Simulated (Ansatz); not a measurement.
Base system: ZnO in the wurtzite structure (space group P6_3mc, No. 186; a = 3.2298 Å, c = 5.2148 Å). Axes: x lies along a and z along c of the hexagonal cell.

Now apply this change: uniaxial strain ε_yy = +2.12 %, all other strain components held at zero; the atoms relax in the strained cell.

Levels (all Ansatz, a quantum-chemistry and plane-wave program, PAW): PBEsol (420 eV, no spin-orbit coupling); r2SCAN (500 eV, no SOC); HSE06 (420 eV, no SOC).

At the geometry relaxed with PBEsol, these levels gave the following band gaps, in shuffled order: (a) 2.47 eV, (b) 1.19 eV, (c) 0.66 eV.

**Question.** Match each gap to its level.

**Answer.** (a) HSE06; (b) r2SCAN; (c) PBEsol.

Single points use the geometry relaxed with PBEsol. Whether these cells are dynamically stable was not tested.
